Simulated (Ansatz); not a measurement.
CaS (model structure, Pm-3m, No. 221, 2 atoms in the cell), treated with G0W0@PBEsol (plane waves, hard PAW, contour deformation, complete-basis limit; Ansatz, a quantum-chemistry and plane-wave program).

Settings: largest k mesh 10×10×10 (not extrapolated in the mesh).

Cell (relaxed with PBEsol):

```
CELL_PARAMETERS angstrom
      3.43845     0.00000     0.00000
      0.00000     3.43845     0.00000
      0.00000     0.00000     3.43845
ATOMIC_POSITIONS crystal
  Ca 0.00000 0.00000 0.00000
  S  0.50000 0.50000 0.50000
```

Task: Give the computed band gap.

Result: 
band gap: 2.74 eV (direct)

Note: the relaxation could raise the start's symmetry but not lower it, so the cell can be a saddle point; the gap holds a correction of +0.18 eV to the complete basis.

The computed numbers hold no vibrational or temperature effects.

A model structure was made by putting elements into a prototype or built by hand; it is no filed structure, need not be a known phase, and can be a saddle point held by its symmetry.
